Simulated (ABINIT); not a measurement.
Band structure of MgSe (Fm-3m, 2 atoms in the cell).

```xyz
2
Lattice="0.0000 2.7026 2.7026 2.7026 0.0000 2.7026 2.7026 2.7026 0.0000" Properties=species:S:1:pos:R:3 pbc="T T T"
Mg     0.0000     0.0000     0.0000
Se     2.7026     2.7026     2.7026
```

Method: PBE, PAW (JTH v2.0 PBE PAW) (plane waves; ABINIT).

Settings: pseudos = [Mg.GGA_PBE-JTH.xml, Se.GGA_PBE-JTH.xml]; ecut = 20 Ha; pawecutdg = 40 Ha; occopt = 1; ngkpt = 9 9 9; nshiftk = 1; shiftk = 0 0 0; potentials = JTH v2.0 PBE PAW; kptopt = 1; nstep = 100; toldfe1 = 1e-09 Ha; ndtset = 2; getden2 = 1.

The starting cell comes from a database of computed structures (which also holds hypothetical and non-ambient phases and stackings), without a prior relaxation at this level. Its lattice was rescaled by a random factor within 2.5 % of one.

These are the values that this program gave, and no reference: the one-centre exchange-correlation terms come from a truncated expansion.

Task: Predict the gap along the standard path and the places of the band edges.

Result: The gap along the path is 1.84 eV, from Γ to X; the smallest direct gap on it is 2.78 eV.

Levels in eV from the top of the valence band on the SCF mesh, bands 5 to 12:
```json
[
 {"point": "Γ", "5": "-13.09", "6": "0.00", "7": "0.00", "8": "0.00", "9": "2.78", "10": "7.42", "11": "7.42", "12": "7.42"},
 {"point": "X", "5": "-11.57", "6": "-4.40", "7": "-1.84", "8": "-1.84", "9": "1.84", "10": "3.88", "11": "12.01", "12": "12.50"},
 {"point": "W", "5": "-11.53", "6": "-3.43", "7": "-3.43", "8": "-2.63", "9": "4.64", "10": "7.10", "11": "7.62", "12": "7.62"},
 {"point": "K", "5": "-11.57", "6": "-3.90", "7": "-3.44", "8": "-1.49", "9": "3.07", "10": "6.32", "11": "9.09", "12": "10.01"},
 {"point": "L", "5": "-11.90", "6": "-5.09", "7": "-0.61", "8": "-0.61", "9": "3.86", "10": "6.14", "11": "6.14", "12": "8.90"},
 {"point": "U", "5": "-11.57", "6": "-3.90", "7": "-3.44", "8": "-1.49", "9": "3.07", "10": "6.32", "11": "9.09", "12": "10.01"}
]
```
